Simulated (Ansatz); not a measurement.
Base system: GaN in the wurtzite structure (space group P6_3mc, No. 186; a = 3.183 Å, c = 5.186 Å).

Now apply this change: cell and atoms relaxed at a pressure of 45 GPa.

Levels (all Ansatz, a quantum-chemistry and plane-wave program, PAW, earlier PAW set): PBEsol (420 eV, no SOC); r2SCAN (500 eV, spin-orbit coupling left out); HSE06 (420 eV, no spin-orbit coupling); PBEsol+SOC (420 eV, with spin-orbit coupling).

One geometry, relaxed with PBEsol, under each level:

The valence-band top lists the three highest levels at Γ (Kramers pairs under SOC), from the VBM.

```json
[
 {"level": "PBEsol", "band gap": "2.96 eV", "lowest conduction level above the VBM at special points": "Γ 2.96 eV; L 4.75 eV; K 4.84 eV; A 5.26 eV", "valence-band top at Γ": "0.00, 0.00, -0.09 eV", "electron mass": "0.23 mₑ along c, 0.26 mₑ across (at Γ)", "pressure": "45.00 GPa"},
 {"level": "r2SCAN", "band gap": "3.50 eV", "lowest conduction level above the VBM at special points": "Γ 3.50 eV; L 5.40 eV; K 5.48 eV; A 5.92 eV", "valence-band top at Γ": "–", "electron mass": "0.23 mₑ along c, 0.26 mₑ across (at Γ)", "pressure": "46.61 GPa"},
 {"level": "HSE06", "band gap": "4.44 eV", "lowest conduction level above the VBM at special points": "Γ 4.44 eV; L 6.23 eV; K 6.24 eV", "valence-band top at Γ": "–", "electron mass": "–", "pressure": "–"},
 {"level": "PBEsol+SOC", "band gap": "2.96 eV", "lowest conduction level above the VBM at special points": "Γ 2.96 eV; L 4.75 eV; K 4.84 eV; A 5.26 eV", "valence-band top at Γ": "0.00, 0.00, -0.09 eV", "electron mass": "0.23 mₑ along c, 0.26 mₑ across (at Γ)", "pressure": "44.97 GPa"}
]
```

Single points use the geometry relaxed with PBEsol. Their cutoffs differ, which shifts pressures a little. The spin-orbit shifts are approximate. Load acts through the strain it causes; cell and atoms are relaxed under it. Masses are band curvatures over ±0.01 Å⁻¹ around the edge. Whether these cells are dynamically stable was not tested. Tetrahedral semiconductors of this kind turn to denser phases somewhere between about 1 and 50 GPa; those were not computed, so compressed cells here can lie past the real transition.
